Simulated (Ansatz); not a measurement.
TaW₃ (Fm-3m): resistivity and electron-phonon coupling

Data:

```
CELL_PARAMETERS angstrom
      0.00000     3.17844     3.17844
      3.17844     0.00000     3.17844
      3.17844     3.17844     0.00000
ATOMIC_POSITIONS crystal
  Ta 0.00000 0.00000 0.00000
  W  0.25000 0.25000 0.25000
  W  0.75000 0.75000 0.75000
  W  0.50000 0.50000 0.50000
```

Calculation: PBEsol, DFPT electron-phonon coupling, linearised Boltzmann equation (plane waves, PAW, scalar-relativistic; Ansatz, an electronic-structure program). Cell: relaxed with this functional, without spin-orbit coupling.

```yaml
resistivity at 300 K: 4.4 μΩ·cm
drude_plasma_energy: 7.3 eV
Hall coefficient at 300 K: 24 ×10⁻¹¹ m³/C
```

A metal at this level (no band gap). Only scattering by harmonic phonons is included (no impurities, grain boundaries, electron-electron scattering or thermal expansion). Spin-orbit coupling is left out, which matters with elements this heavy. Halving the electron mesh (24x24x24) moves the resistivity by up to 7 % at 300 K. Smearing 0.20 eV; phonons on a 4x4x4 q mesh, which this run doesn't test and which matters most at low temperature.

Computed structure, not matched to a measured one here, so possibly hypothetical: TaW3 (Fm-3m).
